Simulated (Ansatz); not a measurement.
Start from CoSi2 (space group Fm-3m, No. 225; a = 5.315 Å; non-magnetic). Axes: x, y, z lie along the cube axes.

Level of theory: plane-wave PAW DFT at the r2SCAN level (Ansatz, a quantum-chemistry and plane-wave program, 500 eV), scalar-relativistic without spin-orbit coupling.

One thing is altered: a free-standing slab of 5 layers (15 atoms, 3 a layer) is cut normal to [111], with 15 Å of vacuum and the in-plane cell held at bulk.

Q: What does the calculation give for the change of the spacing d23 from its bulk value of 0.767 Å and excess energy per area of both faces after the change?

A: The change of the spacing d23 from its bulk value of 0.767 Å is +1.2 %; the excess energy per area of both faces (slab less bulk energy over the cell's area: twice a surface energy) comes out as 3.3 J/m² (uncertain by up to 0.2 J/m²).

The excess energy carries the mismatch between the slab's and the bulk's meshes. No phonon test of stability was made. Starting moments died away, wholly or in part, for the base; another magnetic solution may exist. All final runs are without spin polarisation. An odd electron count without spin: CoSi2.
